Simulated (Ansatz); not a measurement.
Functionals compared on a constructed model of the (111) surface of fcc Al, a pseudomorphic layer of Ag in the host's stacking (bottom of the slab: a bare face, its two planes held), in Ansatz (plane waves, PAW). The structure was relaxed with PBE; the other rows are single points on it. Cutoff 420 eV (500 eV for r2SCAN).

Slab: 7 atoms, 13.9 Å thick at the start with caps and adatoms (thin: gaps and levels are the slab's own); k 15x15x1, smearing 0.1 eV, dipole-corrected; 2 atoms held, the rest relaxed; symmetry of the start imposed; no spin, no spin-orbit, no U. In PBE it is, or lies within 0.01 eV a 1x1 cell of, the lowest of the 2 structures of its composition computed so far; subsurface sites and larger cells were not tried. These notes are the PBE run's.

| functional | work function of the top face (eV) | rough cost of the single point |
|---|---|---|
| PBE | 4.56 | – |
| RPBE | 4.37 | very roughly 7 core-seconds |
| r2SCAN | [?] | roughly 17 core-seconds |

**Question.** Complete the blanks.

**Answer.** 
- r2SCAN, work function of the top face (eV): 4.56

Ansatz is a program for electronic structure.
